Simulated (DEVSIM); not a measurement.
Structure: GaAs n-i-p diode, at 300 K.

| layer (left to right) | material | thickness (μm) | Nd (cm⁻³) | Na (cm⁻³) | τn (s) | τp (s) |
|---|---|---|---|---|---|---|
| 1 | GaAs | 0.920 | 1.4e17 | - | 1.6e-8 | 1.6e-8 |
| 2 | GaAs | 2.70 | - | 3.5e11 | 1.6e-8 | 1.6e-8 |
| 3 | GaAs | 2.00 | - | 4.5e17 | 1.6e-8 | 1.6e-8 |

Left contact: ohmic. Right contact: ohmic. Voltage is applied to the left contact. Recombination: SRH at mid-gap, Auger. Mobility is μmin + (μ − μmin)/(1 + (N/Nref)^α).

The device is made up for the run: typed textbook-type constants, with dimensions and the other settings drawn at random. Values at 300 K; Nc and Nv go as T^1.5, mobilities as T to minus their exponent, the gap by Varshni's rule with the affinity fixed.

| parameter | GaAs |
|---|---|
| gap (eV) | 1.424 |
| affinity (eV) | 4.07 |
| permittivity | 12.9 |
| Nc (cm⁻³) | 4.7e17 |
| Nv (cm⁻³) | 9e18 |
| μn (cm²/Vs) | 8500 |
| μp (cm²/Vs) | 400 |
| μn,min | 500 |
| μp,min | 20 |
| Nref,n | 6e16 |
| Nref,p | 1.5e17 |
| αn | 0.39 |
| αp | 0.38 |
| T exponent of μn | 2.1 |
| T exponent of μp | 2.2 |
| Cn (cm⁶/s) | 1e-30 |
| Cp (cm⁶/s) | 1e-30 |
| Varshni α (eV/K) | 0.000541 |
| Varshni β (K) | 204 |

Model (solved in DEVSIM): 1D drift-diffusion, Boltzmann statistics, complete ionisation; no tunnelling, impact ionisation, image-force lowering or self-heating.

Base results: potential step across the device at zero bias (V) 1.315; dark forward voltage at 100 A/cm² (V) 1.185; dark forward voltage at 1 A/cm² (V) 1.014.

Problem. What follows from this one change: doping Na of layer 3 4.5e+17 → 1.4e+16 cm^-3?

Solution. potential step across the device at zero bias 1.315 → 1.226 V; dark forward voltage at 100 A/cm² 1.185 → 1.100 V; dark forward voltage at 1 A/cm² 1.014 → 0.964 V.

Problem. What follows from this one change: thickness of layer 3 2 → 0.4 μm?

Solution. potential step across the device at zero bias little changed (1.315 V); dark forward voltage at 100 A/cm² 1.185 → 1.154 V; dark forward voltage at 1 A/cm² 1.014 → 1.004 V.

Problem. What follows from this one change: temperature 300 → 400 K?

Solution. potential step across the device at zero bias 1.315 → 1.203 V; dark forward voltage at 100 A/cm² 1.185 → 1.037 V; dark forward voltage at 1 A/cm² 1.014 → 0.804 V.

Problem. What follows from this one change: constant mobility in place of the doping-dependent one?

Solution. potential step across the device at zero bias little changed (1.315 V); dark forward voltage at 100 A/cm² 1.185 → 1.164 V; dark forward voltage at 1 A/cm² 1.014 → 1.008 V.
